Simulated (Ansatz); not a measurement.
Take MgO (space group R-3m, No. 166; a cell from a computed database, its experimental status unchecked) as the base.

```
CELL_PARAMETERS angstrom
      1.48389     0.85673    19.79202
     -1.48389     0.85673    19.79202
      0.00000    -1.71345    19.79202
ATOMIC_POSITIONS crystal
  Mg 0.37563 0.37563 0.37563
  Mg 0.62437 0.62437 0.62437
  Mg 0.79230 0.79230 0.79230
  Mg 0.20770 0.20770 0.20770
  Mg 0.91540 0.91540 0.91540
  Mg 0.08460 0.08460 0.08460
  Mg 0.50000 0.50000 0.50000
  Mg 0.00000 0.00000 0.00000
  O  0.14615 0.14615 0.14615
  O  0.85385 0.85385 0.85385
  O  0.43845 0.43845 0.43845
  O  0.56155 0.56155 0.56155
  O  0.31287 0.31287 0.31287
  O  0.68713 0.68713 0.68713
  O  0.26919 0.26919 0.26919
  O  0.73081 0.73081 0.73081
```

Cartesian axes are those of the cell as printed.

Computed with plane-wave PAW DFT at the PBEsol level (Ansatz, an electronic-structure program, 420 eV), scalar-relativistic without spin-orbit coupling.

Strains are applied to the cell and any free atomic positions relax.

One change was made to it. Results:

```tsv
quantity	base	after
shortest interatomic distance	2.100 Å	2.096 Å
energy relative to the base (free energy F)	0 meV/atom	+0.2 meV/atom
```

Problem. Which change produced these results?
A. isotropic strain −1.43 %
B. isotropic strain +5.56 %
C. tensor shear ε_yz = +0.56 %

Solution. C, tensor shear ε_yz = +0.56 %. For comparison, the energy relative to the base in the other runs: isotropic strain +5.56 % gives +107 meV/atom; isotropic strain −1.43 % gives +8.8 meV/atom.

Stability against distortions was not tested. This is not the structure that MgO has at room temperature and ambient pressure.
